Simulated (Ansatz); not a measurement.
Band structure of ScIn3 (Pm-3m, 4 atoms in the cell).

```yaml
crystal:
  lattice:
    - [4.46000, 0.00000, 0.00000]
    - [0.00000, 4.46000, 0.00000]
    - [0.00000, 0.00000, 4.46000]
  atoms:
    - { symbol: In, position: [0.00000, 0.50000, 0.50000] }
    - { symbol: In, position: [0.50000, 0.00000, 0.50000] }
    - { symbol: In, position: [0.50000, 0.50000, 0.00000] }
    - { symbol: Sc, position: [0.00000, 0.00000, 0.00000] }
```

Method of the run: LDA (PW92), default PAW files made with PBE (plane waves; Ansatz, a quantum-chemistry and plane-wave program).

Settings: kpoints.mp_grid.grid = 8 8 8; hamiltonian.xc = lda; hamiltonian.pseudopotentials = {kind: paw} (the program's default PAW files); scf.occupations.method = fermi_dirac; scf.occupations.width = 0.0073 Ry; kpoints.band_path.npoints = 6.

The starting cell comes from a database of published, mostly measured structures (it also holds non-ambient and calculated ones), without a prior relaxation at this level.

Levels in eV from the Fermi level, bands 22 to 29:
```json
[
 {"point": "Γ", "22": "-2.62", "23": "-1.94", "24": "-1.94", "25": "-1.94", "26": "1.35", "27": "1.35", "28": "1.35", "29": "2.54"},
 {"point": "X", "22": "-1.42", "23": "-1.42", "24": "-1.11", "25": "-0.91", "26": "1.20", "27": "1.29", "28": "1.29", "29": "1.36"},
 {"point": "M", "22": "-5.92", "23": "-4.03", "24": "-0.37", "25": "-0.37", "26": "1.12", "27": "1.54", "28": "1.58", "29": "2.08"},
 {"point": "R", "22": "-4.94", "23": "-4.12", "24": "-2.94", "25": "-2.94", "26": "-2.94", "27": "1.40", "28": "1.82", "29": "1.82"}
]
```

Bands cross the Fermi level along this path, so the cell is metallic at this level.

Keys are those of Ansatz 0.2.
